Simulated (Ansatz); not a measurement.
Input:

```
CELL_PARAMETERS angstrom
      4.32775     0.00000     0.00000
     -2.16388     3.74794     0.00000
      0.00000     0.00000     7.06316
ATOMIC_POSITIONS crystal
  Cd 0.33333 0.66667 0.00013
  Cd 0.66667 0.33333 0.50013
  Se 0.33333 0.66667 0.37587
  Se 0.66667 0.33333 0.87587
```

No spin polarisation.

Method: PBEsol in Ansatz (plane waves to 420 eV, PAW, no SOC). Settings: 9×9×5 k-points, 0.05 eV Fermi–Dirac smearing.

Q: Predict the width of the top valence band and electron mass.

A: 
- Width of the top valence band: 1.69 eV
- Electron mass: 0.052 mₑ (at Γ)

The levels and masses belong to the bands next to the band gap. The cells carry an imposed strain or load. Effective masses come from finite differences of ±0.01 Å⁻¹. No phonon test of stability was made. The cell was made from CdSe in the wurtzite structure (space group P6_3mc, No. 186) by this change: isotropic strain +0.60 %.

Ansatz is an electronic-structure program.
